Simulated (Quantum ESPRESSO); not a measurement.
Quantum ESPRESSO 7.5, DFT, PBE, plane waves, PseudoDojo 0.5 standard norm-conserving PBE (local tails restored to the Coulomb form): fcc Ni, 1 atom, spin-polarised from a ferromagnetic start (nspin = 2, starting_magnetization 0.1 on Ni). Basis and mesh were picked for this test and aren't claimed converged.

```
Property                                                    Result
---------------------------------  -------------------------------
cell                               2.49, 2.49, 2.49 Å; 60, 60, 60°
task                                                           scf
k mesh                                                    15×15×15
ecutwfc                                                      98 Ry
ecutrho                                                     392 Ry
occupations                                               smearing
smearing                                                        mv
degauss                                                    0.02 Ry
conv_thr                                                  1e-09 Ry
tprnfor                                                       true
tstress                                                      false
diagonalization                                    david (default)
mixing_mode                                        plain (default)
mixing_beta                                          0.7 (default)
mixing_ndim                                            8 (default)
k-points computed (for each spin)                              120
bands                                                           13
electrons                                                       18
G-vectors of the density                                      9721
FFT grid                                                  30×30×30
symmetry operations                                             48
```

It runs on a single node (AMD EPYC (Zen 5), 96 cores on 1 socket, no SMT, 12 L3 cache groups; 94 cores' worth of CPU time may be used).

Each time is the median wall time of two to five repeats, run one at a time on the otherwise empty machine; start-up is included. Unless noted, each process is bound to its own block of adjacent cores. Build: conda-forge: Open MPI 5.0, OpenMP, OpenBLAS 0.3.34 (pthreads), FFTW, ScaLAPACK, ELPA. Other compilers and libraries give other times. Scratch files lie in a memory file system.

All on 48 ranks. The candidates, on 48 cores each, agree within 1.0 meV/atom in energy, 0.020 μB/atom in absolute magnetization:
A. -nk 48
B. -nk 4
C. -nk 24
D. -nk 8
E. -nk 16
F. -nk left out (the program takes 4)

Q: Which choice gives the shortest wall time?

A: C and E and D, at 1.5 s to 1.6 s, level within 8 % or the scatter of repeats. At the other end F takes 1.5× as long.

```csv
candidate,wall time,repeats,SCF iterations
C,1.5 s,3 runs within 2 %,9
E,1.6 s,3 runs within 2 %,9
D,1.6 s,3 runs within 1 %,9
A,1.7 s,3 runs within 1 %,9
B,2.2 s,3 runs within 1 %,9
F,2.2 s,3 runs within 1 %,9
```

From the slowest to the fastest: The largest move is in FFTs of H·ψ (vloc_psi): 0.74 s to 0.34 s. Launch, exit and the like take 0.61 s of the 1.5 s.
